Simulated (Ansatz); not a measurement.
Cotunnite HfO₂ (model structure), treated with PBE0 (PAW; Ansatz, a quantum-chemistry and plane-wave program).

Numerical settings: plane-wave cutoff 500 eV, 6×4×4 k mesh (along the axes of the cell as run), gaussian smearing 0.02 eV, scalar-relativistic PAW data made under PBE.

Cell (relaxed with r²SCAN):

```
HfO2
1.0
    3.31668     0.00000     0.00000
    0.00000     5.54070     0.00000
    0.00000     0.00000     6.46820
Hf O
4 8
Cartesian
  0.82917   1.37350   0.70487
  2.48751   1.39684   3.93897
  2.48751   4.16719   5.76333
  0.82917   4.14385   2.52923
  0.82917   1.99581   2.74468
  2.48751   0.77454   5.97878
  2.48751   3.54488   3.72352
  0.82917   4.76616   0.48942
  2.48751   0.12445   2.20187
  0.82917   2.64590   5.43597
  0.82917   5.41624   4.26633
  2.48751   2.89480   1.03223
```

### Question
Estimate the band gap that the calculation returns.

### Answer

* **band gap**: 5.74 eV (on the SCF k mesh)

Note: the relaxation could raise the start's symmetry but not lower it, so the cell can be a saddle point; cell and atoms aren't relaxed at this level (largest force component 0.05 eV/Å, pressure -0.5 GPa).

Spin–orbit coupling is not included.

Computed values are for the static lattice.

A model structure was made by putting elements into a prototype or built by hand; it is no filed structure, need not be a known phase, and can be a saddle point held by its symmetry.
